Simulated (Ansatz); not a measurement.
Base system: MgO in the rock salt structure (space group Fm-3m, No. 225; a = 4.214 Å). Axes: x, y, z lie along the cube axes.

Computed with PBEsol, PAW, 420 eV (Ansatz, a program for electronic structure; no spin-orbit coupling).

One thing is altered: biaxial strain −1.63 %, plane normal [110], relaxed out of plane (Cartesian); in-plane vectors clamped, the third vector and the atoms free.

Q: What does the calculation give for the energy relative to the base and in-plane stress after the change?

A: The energy increases by 6.1 meV/atom; the mean in-plane stress (compression positive) is +6.5 GPa.

No phonon test of stability was made.
